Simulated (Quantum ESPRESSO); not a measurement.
## σxx against uniaxial strain in fcc Ir (space group 225): C11 (Quantum ESPRESSO, LDA)

```
Ir
1.0
    0.00000     1.90631     1.90631
    1.87771     0.00000     1.90631
    1.87771     1.90631     0.00000
Ir
1
Direct
  0.00000   0.00000   0.00000
```

Method of the run: LDA (PZ), GBRV 1.5 ultrasoft (LDA) pseudopotentials (plane waves; Quantum ESPRESSO). Settings: ecutwfc = 52 Ry; ecutrho = 416 Ry; occupations = smearing; smearing = fermi-dirac; degauss = 0.0036749 Ry; potentials = {Ir: ir_lda_v1.2.uspp.F.UPF}; K_POINTS = automatic 40 40 40 0 0 0; conv_thr = 1e-10 Ry; mixing_beta = 0.7. The cell above is the first row's. The rows stretch one cube axis (x) by the strain ε and hold the other two. Stress is positive in tension. In all rows the k mesh is held.

| ε (%) | σxx (GPa) |
|---|---|
| -1.5 | ? |
| -1.0 | -6.16 |
| -0.5 | -2.64 |
| 0.0 | 0.77 |
| 0.5 | 4.09 |
| 1.0 | 7.29 |
| 1.5 | 10.38 |
| 2.0 | 13.36 |

Taking a parabola for σxx over the 7 complete rows: Least squares gives σxx = 0.778 + 6.7248·ε - 0.2162·ε². Residuals (row less fit): 0.003, -0.002, -0.008, 0.004, 0.003, 0.001, -0.003; standard error 0.005 (degrees of freedom: 4). The slope at ε = 0, 6.7248 GPa per cent, gives C11 ≈ 100 × 6.7248 = 672 GPa, for the static lattice.

What does the fit predict for σxx at ε = -1.5, and how far is the calculated value from it?

σxx = 0.778 + 6.7248 × (-1.5) - 0.2162 × (-1.5)² = -9.796 GPa. The calculation gives -9.80 GPa, which the fit meets to the printed digits. The row lies outside the fitted rows, so this is an extrapolation. From the scatter of the fitted rows alone, a prediction at this place has a standard error of 0.010 GPa, so the miss is 0.4 times that.

Carrying the step between the two nearest rows on in a straight line would have given -9.68, off by 0.12; series whose last step already gives the withheld value aren't shown. The reference cell has the volume at which an earlier scan in this program and functional put its minimum by a fit. The unstrained cell stands at a pressure of -0.77 GPa, and the constants belong to that pressure. Spin polarisation is off. Spin-orbit coupling is off. Without a gap such slopes are sensitive to mesh and smearing. Cutoffs and mesh are single choices, not tested for convergence of this quantity. Series with a scatter that would blur these digits, or in which a gap closes, are not shown. Strain series were run only where this level's volume lies within 10 % of a first guess from the measured size.
